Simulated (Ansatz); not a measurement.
**BeTe under a change: biaxial strain −2.50 %, plane normal [111], relaxed out of plane**

Start from BeTe in the zinc blende structure (space group F-43m, No. 216; a = 5.5542 Å). Axes: x, y, z lie along the cube axes.

One thing is altered: biaxial strain −2.50 %, plane normal [111], relaxed out of plane (Cartesian); in-plane vectors clamped, the third vector and the atoms free.

The values are results of Ansatz (an electronic-structure program) LDA, scalar-relativistic without spin-orbit coupling, not measurements. Settings: 10×10×10 k-points, 0.05 eV Fermi–Dirac smearing.

* **Volume per atom**: 20.58 Å³ (base 21.42 Å³)
* **Space group**: R3m (No. 160) (base F-43m (No. 216))
* **Shortest interatomic distance**: 2.366 Å (base 2.405 Å)
* **Energy relative to the base (free energy F)**: +13 meV/atom
* **Pressure (mean of the normal stresses, compression positive)**: 2.78 GPa (base 0.01 GPa)
* **Band gap**: 1.53 eV (base 1.79 eV)
* **Gap character**: indirect, Γ → F
* **Smallest direct gap**: 3.09 eV (base 3.59 eV)
* **Valence-band top at Γ (three highest levels, from the VBM)**: 0.00, 0.00, -0.37 eV (base 0.00, 0.00, 0.00 eV)
* **Out-of-plane strain**: +1.09 %
* **Ratio −ε⊥/ε∥**: 0.44

With Te present, leaving out spin-orbit coupling can change the band edges. Stability against distortions was not tested. k-point labels follow each cell's own Brillouin zone.
